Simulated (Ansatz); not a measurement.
**MgCdS₂ (model structure, started from the ScAlN2 type, P3m1, No. 156, 4 atoms in the cell): lattice constant a by level of theory**

No measured value is used here.

```tsv
level (code)	value (Å)
LDA (Ansatz)	4.029
PBE (Ansatz)	4.123
PBEsol (Ansatz)	4.075
r²SCAN (Ansatz)	?
```

What belongs in the gaps?


- r²SCAN (Ansatz, an electronic-structure program), value (Å): 4.093

Cutoffs differ between the levels. Ansatz's density-functional and Hartree–Fock values are scalar-relativistic unless marked +SOC, with PAW data made under PBE.

A model structure was made by putting elements into a prototype or built by hand; it is no filed structure, need not be a known phase, and can be a saddle point held by its symmetry.
